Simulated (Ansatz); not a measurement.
## GaN, pressure series

Base system: GaN in the zinc blende structure (space group F-43m, No. 216).

```yaml
crystal:
  lattice:
    - [0.00000, 2.27425, 2.27425]
    - [2.27425, 0.00000, 2.27425]
    - [2.27425, 2.27425, 0.00000]
  atoms:
    - { symbol: N, position: [0.75000, 0.75000, 0.75000] }
    - { symbol: Ga, position: [0.00000, 0.00000, 0.00000] }
```

Cell and atoms are relaxed at each pressure.

Calculations: plane-wave PAW DFT at the PBE level (Ansatz, a program for electronic structure, 420 eV), spin-orbit coupling left out.

Candidates:
(a) pressure 0.3 GPa
(b) pressure 7.5 GPa
(c) pressure 3 GPa
(d) pressure 10 GPa
(e) pressure 5 GPa

Before the change:

The band gap is 1.54 eV.

**Question.** Order them by band gap, lowest first.

**Answer.** (a) pressure 0.3 GPa (1.55 eV), (c) pressure 3 GPa (1.65 eV), (e) pressure 5 GPa (1.72 eV), (b) pressure 7.5 GPa (1.80 eV), (d) pressure 10 GPa (1.87 eV)

Load acts through the strain it causes; cell and atoms are relaxed under it. Whether these cells are dynamically stable was not tested. Tetrahedral semiconductors of this kind turn to denser phases somewhere between about 1 and 50 GPa; those were not computed, so compressed cells here can lie past the real transition. This is not the structure that GaN has at room temperature and ambient pressure.
